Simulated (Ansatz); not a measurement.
```
CELL_PARAMETERS angstrom
      7.64520     0.00463     0.00000
     -3.81859     6.62325     0.00000
      0.00000     0.00000     6.25201
ATOMIC_POSITIONS crystal
  Cd 0.33733 0.16267 0.99948
  Cd 0.16267 0.33733 0.49948
  S  0.34173 0.15827 0.60409
  S  0.15827 0.34173 0.10409
  Zn 0.33765 0.67294 0.00100
  Zn 0.16235 0.82706 0.50100
  S  0.34454 0.68650 0.63379
  S  0.15546 0.81350 0.13379
  Zn 0.82706 0.16235 0.00100
  Zn 0.67294 0.33765 0.50100
  S  0.81350 0.15546 0.63379
  S  0.68650 0.34454 0.13379
  Zn 0.83264 0.66736 0.99924
  Zn 0.66736 0.83264 0.49924
  S  0.83255 0.66745 0.62841
  S  0.66745 0.83255 0.12841
```

Relaxed-ion tensors in this frame from LDA density-functional theory in Ansatz (plane waves, PAW). Proper piezoelectric stress tensor e (C/m²):

```
 0.00   0.00   0.00   0.00   0.13   0.00
 0.00   0.00   0.00   0.13   0.00   0.00
 0.19   0.20  -0.30   0.00   0.00   0.00
```

Stiffness C (GPa):

```
 122  64.0  51.5   0.0   0.0   0.1
64.0   123  51.5   0.0   0.0   0.6
51.5  51.5   143   0.0   0.0   0.0
 0.0   0.0   0.0  25.8   0.0   0.0
 0.0   0.0   0.0   0.0  25.8   0.0
 0.1   0.6   0.0   0.0   0.0  29.6
```

The ordered cell is a computed model, not a synthesised structure.

Q: Obtain the piezoelectric strain tensor d.

A: d = e S with S = C⁻¹, in pC/N:

```
 0.0   0.0   0.0   0.0   5.0   0.0
 0.0   0.0   0.0   5.0   0.0   0.0
 2.0   2.1  -3.6   0.0   0.0   0.0
```


The PAW data sets were generated under PBE and serve the other functionals too.

Ansatz is an electronic-structure program.
